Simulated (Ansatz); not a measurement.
## What biaxial strain +0.83 %, plane normal [111], relaxed out of plane does to MgS

Take MgS in the rock salt structure (space group Fm-3m, No. 225; a = 5.129 Å) as the base. Axes: x, y, z lie along the cube axes.

It is then changed as follows: tensile biaxial strain of 0.83 % in the plane normal to [111], as in epitaxy on a mismatched substrate; the out-of-plane cell vector and the atoms relax.

All numbers come from LDA/PAW in Ansatz (an electronic-structure program), without spin-orbit coupling. Settings: 11×11×11 k-points, 0.05 eV Fermi–Dirac smearing.

- Volume per atom = 17.07 Å³ (base 16.87 Å³)
- Space group = R-3m (No. 166) (base Fm-3m (No. 225))
- Energy relative to the base (free energy F) = +1.3 meV/atom
- Pressure (mean of the normal stresses, compression positive) = -0.96 GPa (base 0.00 GPa)
- Band gap = 2.54 eV (base 2.65 eV)
- Gap character = indirect, Γ → F
- Smallest direct gap = 3.64 eV (base 3.83 eV)
- Hole mass = 0.19 mₑ out of plane, 2.0 mₑ in plane (at Γ)
- Valence-band top at Γ (three highest levels, from the VBM) = 0.00, -0.12, -0.12 eV (base 0.00, 0.00, 0.00 eV)
- Valley order (the lowest conduction-band minima on the path, energy above the VBM, named in the base's zone) = X along [001] 2.54 eV; Γ 3.64 eV (base X along ⟨100⟩ 2.65 eV; Γ 3.83 eV)
- Out-of-plane strain = -0.47 %
- Ratio −ε⊥/ε∥ = 0.57
- Mean in-plane stress (compression positive) = -1.4 GPa

Masses are band curvatures over ±0.01 Å⁻¹ around the edge. Whether these cells are dynamically stable was not tested. Labels are those of the standard path for the cell's own space group.
